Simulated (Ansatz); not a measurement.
Defect: interstitial Cu in zinc-blende InP, charge state +1. Computed with PBE, PAW (plane waves to 420 eV; Ansatz, a first-principles code).

Settings: 64 host sites, the relaxed PBE lattice, one k-point at (0.250, 0.250, 0.250), smearing 0.05 eV, spin-restricted, no image-charge correction. No zero-point or tunnelling terms. PBE gaps are too small, and in this host the defect's levels may merge with the bands. The charge state is imposed; whether it is stable for some Fermi level was not computed. Sites that were not tried may lie lower.

Barriers: single points on a 2×2×2 k-point mesh shifted by half a step at the bands' geometries.

Relaxed starting cell (atoms counted from 1):

```
CELL_PARAMETERS angstrom
     11.92000     0.00000     0.00000
      0.00000    11.92000     0.00000
      0.00000     0.00000    11.92000
ATOMIC_POSITIONS crystal
  In 0.99881 0.00076 0.99831
  In 0.99846 0.00077 0.51248
  In 0.99980 0.49852 0.99941
  In 0.00003 0.49806 0.50079
  In 0.50079 0.99971 0.99943
  In 0.50155 0.99968 0.50088
  In 0.49954 0.49989 0.99973
  In 0.49936 0.50013 0.50040
  P  0.12281 0.12244 0.37311
  P  0.12516 0.12512 0.87528
  P  0.12632 0.62234 0.37666
  P  0.12481 0.62471 0.87616
  P  0.62493 0.12512 0.37549
  P  0.62449 0.12527 0.87478
  P  0.62585 0.62471 0.37511
  P  0.62436 0.62484 0.87469
  In 0.99859 0.25170 0.24894
  In 0.00011 0.25050 0.75141
  In 0.99848 0.73740 0.24889
  In 0.99975 0.74935 0.75167
  In 0.50100 0.25049 0.25050
  In 0.49953 0.25039 0.74990
  In 0.50129 0.74933 0.25010
  In 0.49943 0.74948 0.74979
  P  0.12506 0.37516 0.12511
  P  0.12521 0.37378 0.62542
  P  0.12357 0.87676 0.12735
  P  0.12641 0.87374 0.62800
  P  0.62454 0.37513 0.12476
  P  0.62445 0.37551 0.62516
  P  0.62480 0.87486 0.12498
  P  0.62612 0.87464 0.62539
  In 0.26206 0.00070 0.24875
  In 0.25055 0.99968 0.75189
  In 0.25044 0.49806 0.25036
  In 0.25006 0.50010 0.74967
  In 0.74794 0.00075 0.24911
  In 0.74910 0.99964 0.75110
  In 0.74904 0.49847 0.25010
  In 0.74938 0.49988 0.74988
  P  0.37735 0.12800 0.12262
  P  0.37561 0.12333 0.62595
  P  0.37554 0.62430 0.12701
  P  0.37432 0.62561 0.62466
  P  0.87439 0.12534 0.12473
  P  0.87227 0.12802 0.62772
  P  0.87180 0.62260 0.12214
  P  0.87670 0.62430 0.62590
  In 0.24903 0.25108 0.99893
  In 0.25164 0.24880 0.50201
  In 0.25184 0.74704 0.00032
  In 0.24933 0.75021 0.49966
  In 0.74886 0.25032 0.99920
  In 0.74854 0.25109 0.49936
  In 0.74827 0.75052 0.99864
  In 0.75000 0.74699 0.50219
  P  0.37506 0.37381 0.37557
  P  0.37481 0.37550 0.87481
  P  0.37764 0.87376 0.37675
  P  0.37507 0.87466 0.87647
  P  0.87477 0.37516 0.37541
  P  0.87443 0.37519 0.87492
  P  0.87696 0.87683 0.37396
  P  0.87463 0.87486 0.87519
  Cu 0.03407 0.96433 0.28463
```
Cell charge +1.

End state 1 differs by these moves (Å; atoms that move under 0.08 Å are left out):

```csv
atom,element,Δx,Δy,Δz
2,In,0.02,-0.02,-0.15
19,In,-0.13,0.14,0.00
33,In,-0.14,0.14,0.00
52,In,0.02,-0.02,0.15
65,Cu,2.16,-2.14,0.00
```

Task: Predict the forward and backward barriers to end state 1 from PBE, PAW.

Result: forward 0.70 eV, backward 0.70 eV; at the saddle point atom 65 has neighbours In at 2.60, In at 2.62, 2 In at 2.92; P at 2.38, 2 P at 2.98, 2 P at 3.01 Å. The saddle point's order was not checked, and it lies on a symmetry element of the cell, where a band can be held.
